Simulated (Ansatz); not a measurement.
The structure below was relaxed with plane-wave PAW DFT at the PBEsol level (Ansatz, a program for electronic structure, 420 eV), no spin-orbit coupling.

Space group P6₂22 (No. 180); a = b = 5.173 Å, c = 8.373 Å, α = β = 90.00°, γ = 120.00°

```json
[
 {"atom": "Te", "site": "6j", "symmetry": "..2", "x": "0.3459", "y": "0.1729", "z": "0.1667"},
 {"atom": "W", "site": "3d", "symmetry": "222", "x": "0.5000", "y": "0.0000", "z": "0.5000"}
]
```

Problem. Write out a cell with all atoms.

Solution. 
```xyz
9
Lattice="5.1727 0.0000 0.0000 -2.5864 4.4797 0.0000 0.0000 0.0000 8.3725" Properties=species:S:1:pos:R:3 pbc="T T T"
Te     2.5864     2.9303     4.1863
Te    -1.2445     3.7050     6.9771
Te     1.3419     0.7747     1.3954
Te     0.0000     1.5494     4.1863
Te     3.8309     0.7747     6.9771
Te     1.2445     3.7050     1.3954
W     -1.2932     2.2399     1.3954
W      2.5864     0.0000     4.1863
W      1.2932     2.2399     6.9771
```
This is the conventional cell.

Whether these cells are dynamically stable was not tested. All final runs are without spin polarisation. The cell was made from WSi2 by this change: Si → Te; the result is a hypothetical phase, not in the database extracts checked. WTe2 has a high density of states at the Fermi level and may be magnetic at this level.
